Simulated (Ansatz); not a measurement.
The (115) surface of diamond, from a spin-polarised start, 2 pairs of surface atoms bonded, H on both atoms of one pair (paired C at depth 0.0 Å) alone (bottom of the slab: built like the top, H on every dangling bond, free)

All values below come from PBE (plane waves to 420 eV, PAW; Ansatz, a program for electronic structure).

Set-up: 64 atoms, 11.6 Å thick at the start with caps and adatoms (thin: gaps and levels are the slab's own); mesh 5x4x1; 0.025 eV smearing; dipole correction on; 12 atoms held, the rest relaxed; no symmetry held; spin-polarised from one start with parallel moments (other orders not tried), ending with about 2.0 μB a cell; orders that need a larger cell were not tried, no spin-orbit, no U. In PBE it lies 0.92 eV a 1x1 cell over the lowest computed structure of the same composition (2 pairs of surface atoms bonded, H on both atoms of one pair (paired C at depth 0.7 Å) alone, spin-polarised start).

```json
{
 "gap_of_the_slab_on_its_k_mesh": "0.83 eV",
 "highest_filled_level_below_the_top_vacuum_level": "4.01 eV",
 "energy_released_by_relaxation": "6.17 eV",
 "magnetic_moment_of_the_cell": "2.00 μB",
 "cost": "about 25 core-minutes (a rough figure)"
}
```
